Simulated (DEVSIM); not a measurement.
**abrupt Si p-n junction**

System: abrupt Si p-n junction, at 300 K.

| layer (left to right) | material | thickness (μm) | Nd (cm⁻³) | Na (cm⁻³) | τn (s) | τp (s) |
|---|---|---|---|---|---|---|
| 1 | Si | 34.0 | - | 1.8e18 | 1.1e-7 | 1.1e-7 |
| 2 | Si | 140 | 1.4e14 | - | 1.1e-7 | 1.1e-7 |

Left contact: ohmic. Right contact: ohmic. Voltage is applied to the left contact. Recombination: SRH at mid-gap, Auger. Mobility is constant in doping.

This is a model device: material constants are rounded textbook-type values typed into the input, and sizes, dopings and lifetimes were drawn at random. Values at 300 K.

```csv
parameter,Si
gap (eV),1.124
affinity (eV),4.05
permittivity,11.7
Nc (cm⁻³),2.86e19
Nv (cm⁻³),3.1e19
μn (cm²/Vs),1417
μp (cm²/Vs),470
Cn (cm⁶/s),2.8e-31
Cp (cm⁶/s),9.9e-32
```

DEVSIM, 1D drift-diffusion, Boltzmann statistics, complete ionisation; no tunnelling, impact ionisation, image-force lowering or self-heating.

* **Potential step across the device at zero bias**: 0.734 V
* **Largest field in the device at zero bias**: 73000 V/cm
* **Dark forward voltage at 1 A/cm²**: 0.876 V

Dark forward current:

(V (V), J (A/cm²)): (0.05, 4.2e-7); (0.10, 1.6e-6); (0.15, 5.1e-6); (0.20, 1.7e-5); (0.30, 0.00028); (0.35, 0.0014); (0.40, 0.0075); (0.45, 0.031); (0.50, 0.081); (0.55, 0.16); (0.60, 0.25); (0.70, 0.48); (0.75, 0.61); (0.80, 0.76); (0.85, 0.91); (0.90, 1.1); (0.95, 1.3); (1.05, 1.7); (1.10, 1.9); (1.15, 2.2); (1.20, 2.5); (1.25, 2.8); (1.30, 3.1); (1.35, 3.5); (1.45, 4.3); (1.50, 4.8); (1.55, 5.3); (1.60, 5.8)
